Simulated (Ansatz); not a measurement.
CsCl-type CoAl, treated with LDA (Ansatz, a quantum-chemistry and plane-wave program, PAW).

Run with plane-wave cutoff 520 eV, 20×20×20 k mesh, Fermi–Dirac smearing 0.05 eV, no spin polarisation, scalar-relativistic PAW data made under PBE.

A third-order Birch–Murnaghan fit to the energies gives V0 = 10.904 Å³/atom, B0 = 208 GPa, B′ = 4.3.

```csv
V (Å³/atom),P (GPa)
10.250,…
10.468,…
10.686,4.37
10.904,-0.01
11.122,-3.95
11.340,-7.49
11.558,-10.69
```

Task: Estimate the withheld pressures from this fit; the answers are the runs' own values.

Result: 
- 10.250, P (GPa): 14.65
- 10.468, P (GPa): 9.24

The formula P = (3/2) B0 (x^(7/3) − x^(5/3)) [1 + (3/4)(B′ − 4)(x^(2/3) − 1)] with x = V0/V meets the computed pressures within 0.05 GPa when these rounded values are put in.

Measured, for comparison: bulk modulus 162 GPa, equilibrium volume per atom 11.71 Å³/atom (room temperature, not corrected to a static lattice; as tabulated in Yamada et al. (2019), arXiv:1910.09660). Computed (rounded) less measured: bulk modulus +28 %, equilibrium volume per atom -6.9 %.
